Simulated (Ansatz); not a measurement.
Consider TiAl (space group P4/mmm, No. 123; a = 2.766 Å, c = 4.002 Å; relaxed with 0.1 eV smearing).

Method: LDA (Ansatz, an electronic-structure program), spin-orbit coupling left out.

Before the change:

The pressure comes out as 0.0 GPa.

Perturbation: the cell is scaled by 1.0200 in all directions; the atoms relax in the strained cell.

Question: Predict the new pressure and energy relative to the base.

Answer: The pressure (mean of the normal stresses, compression positive) goes from zero to -6.7 GPa; the energy rises by 21 meV/atom.

Whether these cells are dynamically stable was not tested. All final runs are without spin polarisation.
